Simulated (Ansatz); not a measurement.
The reference is Mg₂Sn (space group Fm-3m, No. 225; relaxed with 0.1 eV smearing).

```xyz
3
Lattice="0.0000 3.3736 3.3736 3.3736 0.0000 3.3736 3.3736 3.3736 0.0000" Properties=species:S:1:pos:R:3 pbc="T T T"
Mg     1.6868     1.6868     1.6868
Mg     5.0603     5.0603     5.0603
Sn     0.0000     0.0000     0.0000
```

Cartesian axes are those of the cell as printed.

Computed with PBEsol in Ansatz (plane waves to 420 eV, PAW, spin-orbit coupling left out).

For the base:

```
Quantity   Result
--------  -------
Pressure  0.0 GPa
Band gap     zero
```

Modification: the cell is compressed by 3.00 % along z with no lateral relaxation; the atoms relax in the strained cell.

### Question
How does this affect the pressure?

### Answer
The pressure (mean of the normal stresses, compression positive) goes from zero to 1.4 GPa.

### Question
What does the calculation give for the energy relative to the base after the change?

### Answer
The energy goes up by 5.6 meV/atom.

### Question
Predict the new band gap.

### Answer
The band gap stays zero.

Whether these cells are dynamically stable was not tested.

Ansatz is a program for electronic structure.
